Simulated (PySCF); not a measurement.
PySCF 2.14.0, TPSSH/def2-svpd, df: Sn(F)2 ([F][Sn][F]), 3 atoms. The geometry is a generated start, not checked to be a minimum at this level.

```yaml
task: energy
method: tpssh
basis: def2-svpd
two_electron_scheme: density fitting
mol.max_memory: 3000 MB
mf.max_cycle: 100
mf.conv_tol: 1e-09 (default)
mf.grids.level: 3 (default)
effective_core_potentials: those of the basis set, past Kr
basis_functions: 78
grid_points: 50488
```

```xyz
3

Sn     0.0601    -0.0392     0.8582
F      0.7874     1.4305    -0.4224
F     -0.8475    -1.3913    -0.4358
```

With the defaults (mf.DIIS = CDIIS, mf.diis = true, mf.level_shift = 0, mf.diis_space = 8, mf.init_guess = minao, mf.diis_damp = 0, mf.damp = 0, mf.diis_start_cycle = 1) it converges in 12 Fock builds. One run each on 2 threads, 1 BLAS thread, with these changes:
- mf.diis_space = 20
- mf.diis = false, mf.damp = 0.7, mf.diis_start_cycle = 999
- mf.DIIS = EDIIS
- mf.diis_space = 5
- mf.damp = 0.3, mf.diis_start_cycle = 4
- mf.init_guess = huckel
- mf.level_shift = 0.3 Hartree
- mf.diis_damp = 0.3
- mf.diis = false

Q: Name the settings that don't reach the solution of the defaults.

A: No convergence: mf.DIIS = EDIIS; mf.diis = false (the run ends without SCF convergence in 100 cycles). The rest reach the solution of the defaults.

```json
[
 {"setting": "the defaults", "Fock builds": "12", "end": "same solution"},
 {"setting": "mf.diis_space = 5", "Fock builds": "12", "end": "same solution"},
 {"setting": "mf.diis_damp = 0.3", "Fock builds": "12", "end": "same solution"},
 {"setting": "mf.diis_space = 20", "Fock builds": "12", "end": "same solution"},
 {"setting": "mf.init_guess = huckel", "Fock builds": "13", "end": "same solution"},
 {"setting": "mf.level_shift = 0.3 Hartree", "Fock builds": "16", "end": "same solution"},
 {"setting": "mf.damp = 0.3, mf.diis_start_cycle = 4", "Fock builds": "16", "end": "same solution"},
 {"setting": "mf.diis = false, mf.damp = 0.7, mf.diis_start_cycle = 999", "Fock builds": "27", "end": "same solution"},
 {"setting": "mf.DIIS = EDIIS", "Fock builds": "101", "end": "no convergence"},
 {"setting": "mf.diis = false", "Fock builds": "101", "end": "no convergence"}
]
```
